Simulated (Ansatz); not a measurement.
The parent structure is HfO₂ in the rutile structure (space group P4_2/mnm, No. 136; a = 4.830 Å, c = 3.210 Å; a cell from a computed database, its experimental status unchecked).

The change: cell and atoms relaxed at a pressure of 5 GPa.

Levels (all Ansatz, a first-principles code, PAW): PBEsol (420 eV, no spin-orbit coupling); HSE06 (420 eV, scalar-relativistic without spin-orbit coupling).

The geometry is relaxed with PBEsol.

| Property | Value |
|---|---|
| PBEsol lowest conduction level above the VBM at special points | Γ 3.96 eV; R 4.19 eV; M 4.23 eV |

### Question
What does HSE06 give at this geometry for the lowest conduction level above the VBM at special points?

### Answer
The lowest conduction level above the VBM at special points becomes Γ 5.74 eV; R 5.97 eV; M 6.01 eV (PBEsol: Γ 3.96 eV; R 4.19 eV; M 4.23 eV).

Single points use the geometry relaxed with PBEsol. The levels and masses belong to the bands next to the band gap. Load acts through the strain it causes; cell and atoms are relaxed under it. Stability against distortions was not tested. No other phases were tried under pressure. This is not the structure that HfO2 has at room temperature and ambient pressure.
